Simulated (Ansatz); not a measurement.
Given:

```
CELL_PARAMETERS angstrom
      4.64851     0.00000     0.00000
      0.00000     4.64851     0.00000
      0.00000     0.00000     4.64851
ATOMIC_POSITIONS crystal
  Y  0.00000 0.00000 0.00000
  Sn 0.50000 0.50000 0.00000
  Sn 0.00000 0.50000 0.50000
  Sn 0.50000 0.00000 0.50000
```

All values below come from PBEsol, DFPT electron-phonon coupling, linearised Boltzmann equation (plane waves, PAW, scalar-relativistic; Ansatz, a program for electronic structure). Geometry: relaxed with this functional, without spin-orbit coupling.

### Question
Predict λ, the logarithmic mean phonon energy and the superconducting Tc for μ* = 0.13 referred to 9.9 meV.

### Answer
λ = 1.00, ħω_log = 8.1 meV, Tc 5.5 K from the anisotropic Eliashberg equations. μ* is a chosen number, and Tc is 7.4 K at 0.08 and 4.5 K at 0.16.

A metal at this level (no band gap). The phonons are harmonic. Spin-orbit coupling is left out. The self-energy correction of the phonons between q points moved λ by about 3 %. The squared frequency of the phonon mode least converged on the k mesh is uncertain by about 10 %. The run warned that the eigensolver left some states short of its tolerance. Halving the electron mesh (20x20x20) moves the coupling by up to 1 %, Tc by up to 2 %. Smearing 0.20 eV; phonons on a 3x3x3 q mesh, which this run doesn't test.

Computed structure with no diffraction record at hand here (it may be known, metastable or hypothetical): YSn3 (Pm-3m).
